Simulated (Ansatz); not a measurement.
# What Zr on a Zn site, symmetric start does to ZnO

The reference is an 8-atom supercell of ZnO in the wurtzite structure (space group P6_3mc, No. 186; a = 3.230 Å, c = 5.215 Å) at its relaxed geometry.

The change: one Zn atom is replaced by Zr, atoms relaxed at fixed cell.

Method: plane-wave PAW DFT at the PBEsol level (Ansatz, an electronic-structure program, 420 eV), no SOC. Γ-centred 5×7×5 mesh, Fermi–Dirac width 0.01 eV.

```yaml
pressure: 12.4 GPa (base 0.0 GPa)
largest_displacement_of_a_host_atom_from_its_site_in_the_perfect_cell: 0.29 Å
```

Other magnetic orders, which the real material may have, were not ruled out. In so small a cell the defect repeats every few ångströms: this is an ordered compound, not a dilute defect. The mesh was chosen for an insulator and is coarse for the gapless case. The defect started on the symmetric site and kept its symmetry, so it may sit on a saddle. Seeded moments were not kept for Zr on a Zn site. The defect cell is spin-polarised and ends with 0.0 μB.
